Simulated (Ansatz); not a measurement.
Hf (P6_3/mmc), PBE, DFPT electron-phonon coupling, linearised Boltzmann equation (Ansatz, a program for electronic structure): Condition of this run: functional PBE, cell relaxed with it. phonon-limited resistivity 30.1 μΩ·cm at 300 K along x (a = (3.20, 0.00, 0.00) Å; b = (-1.60, 2.78, 0.00) Å; c = (0.00, 0.00, 5.07) Å), 40.8 μΩ·cm at 400 K, current-weighted mean free path 5.4 nm, Drude plasma energy 4.06 eV.

What is the classical skin depth at 100 GHz (nonmagnetic, μ₀ = 1.257×10⁻⁶ H/m)?

δ = √(ρ/(π f μ₀)) = 873 nm.

Estimate the electronic thermal conductivity at 300 K by the Wiedemann-Franz law (L₀ = 2.44×10⁻⁸ W·Ω/K²).

L₀T/ρ = 2.44×10⁻⁸ × 300/(30.1×10⁻⁸) = 24.3 W/(m·K). Inelastic scattering puts the true Lorenz number somewhat under L₀ near and below the Debye temperature.

What Drude relaxation time do resistivity and plasma energy imply?

ω_p = 6.17e15 s⁻¹, so τ = 1/(ε₀ ω_p² ρ) = 9.86 fs, a damping ħ/τ of 66.7 meV.

A metal at this level (no band gap). Only scattering by harmonic phonons is included (no impurities, grain boundaries, electron-electron scattering or thermal expansion). Spin-orbit coupling is left out, which matters with elements this heavy. Halving the electron mesh (32x32x16) moves the resistivity by up to 3 % at 300 K, the mean free path by up to 3 %. Smearing 0.20 eV; phonons on a 5x5x3 q mesh, which this run doesn't test.
